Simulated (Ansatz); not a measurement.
## MoSi2 under a change: uniaxial strain ε_yy = −1.24 %

Base system: MoSi2 (space group I4/mmm, No. 139; a = 3.202 Å, c = 7.819 Å). Axes: x, y, z lie along a, b, c of the conventional cell.

One thing is altered: uniaxial strain ε_yy = −1.24 %, all other strain components held at zero, atoms relaxed at fixed cell.

Calculations: r2SCAN (Ansatz, a program for electronic structure), scalar-relativistic without spin-orbit coupling. k-mesh 14×14×14 (Γ-centred); smearing 0.05 eV (Fermi–Dirac).

```json
[
 {"quantity": "volume per atom", "base": "13.36 Å³", "changed": "13.19 Å³", "shift": "-0.17 Å³"},
 {"quantity": "energy relative to the base (free energy F)", "base": "0 meV/atom", "changed": "+2.7 meV/atom", "shift": "+2.7 meV/atom"},
 {"quantity": "pressure (mean of the normal stresses, compression positive)", "base": "0.0 GPa", "changed": "2.7 GPa", "shift": "+2.7 GPa"},
 {"quantity": "band gap", "base": "zero", "changed": "zero", "shift": "–"},
 {"quantity": "stress (xx, yy, zz, yz, xz, xy; compression positive) (rough)", "base": "–", "changed": "(1.5, 5.4, 1.2, 0.0, 0.0, 0.0) GPa", "shift": "–"}
]
```

A case with no gap was solved on a k-mesh chosen for an insulator, which is coarse for it. Without a gap, meshes like the base's 14×14×14 leave anisotropic stresses uncertain by several tenths of a GPa, and small strain energies with them. No phonon test of stability was made. All final runs are without spin polarisation.
